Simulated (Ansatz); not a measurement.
Start from SiC in the zinc blende structure (space group F-43m, No. 216; a = 4.356 Å).

Level of theory: r2SCAN (Ansatz, a first-principles code; PAW; 500 eV plane waves; spin-orbit coupling left out).

For the base:

```
Quantity      Result
--------  ----------
Band gap     1.71 eV
Density   3.22 g/cm³
```

One thing is altered: a hydrostatic pressure of 4.5 GPa.

**Question.** What happens to the band gap?

**Answer.** The band gap decreases by 0.01 eV, from 1.71 eV to 1.70 eV.

**Question.** Predict the new density.

**Answer.** The density rises by 0.06 g/cm³ to 3.28 g/cm³.

Load acts through the strain it causes; cell and atoms are relaxed under it. Stability against distortions was not tested.
